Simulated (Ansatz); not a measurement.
# BAs (model structure, started from the BN type, Pm-3n, No. 223, 12 atoms in the cell)

Method: r²SCAN in Ansatz (plane waves, PAW).

Numerical settings: plane-wave cutoff 560 eV, 6×6×6 k mesh, Fermi–Dirac smearing 0.01 eV, scalar-relativistic PAW data made under PBE.

Cell (relaxed at this level):

Space group Pm-3n (No. 223); a = b = c = 5.890 Å, α = β = γ = 90.00°

```tsv
atom	site	symmetry	x	y	z
B	6c	-4m.2	0.0000	0.5000	0.2500
As	6d	-4m.2	0.0000	0.2500	0.5000
```

For BAs (model structure, started from the BN type, Pm-3n, No. 223, 12 atoms in the cell), the band gap comes out as 0.66 eV (on the SCF k mesh). The direct gap at Γ is 1.18 eV.

Note: the relaxation could raise the start's symmetry but not lower it, so the cell can be a saddle point.

Spin–orbit coupling is not included.

Static lattice: no zero-point or thermal effects.

It cost roughly 2.4 core-minutes of CPU time.

A model structure was made by putting elements into a prototype or built by hand; it is no filed structure, need not be a known phase, and can be a saddle point held by its symmetry.

Ansatz is a quantum-chemistry and plane-wave program.
